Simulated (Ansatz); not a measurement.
System: interstitial P in zinc-blende BP (charge state -1). The step: a direct jump of one P atom (a rearrangement that moves the defect's centre by under 1 Å); the atom moves 1.02 Å along (0.00, -0.16, 0.16) of the unit cell; the moving atom starts with neighbours B at 1.87, B at 1.91; P at 2.00 Å and ends with B at 1.87, B at 1.91; P at 2.00 Å. DFT values are from Ansatz (plane-wave PAW, 420 eV unless said) in a cell of 64 host sites, spin-restricted, static, with no finite-size correction. The charge state is imposed; whether it is stable for some Fermi level was not computed. Sites that were not tried may lie lower. For the PBE band: the saddle point's order was not checked, and it lies on a symmetry element of the cell, where a band can be held.

| Level | Forward barrier (eV) | Cost of the band or of the saddle's single point |
|---|---|---|
| CHGNet universal potential (has no charge state), its own band | 0.03 | - |
| PBE, a 2×2×2 k-point mesh shifted by half a step, band relaxed | 0.36 | very roughly 17 core-minutes |
| PBE, a 3×3×3 k-point mesh shifted by half a step, same geometries | 0.37 | around 2.2 core-minutes (rough) |
| r2SCAN at 500 eV, a 2×2×2 k-point mesh shifted by half a step, same geometries | 0.35 | roughly 90 core-seconds |

Ansatz is a quantum-chemistry and plane-wave program.
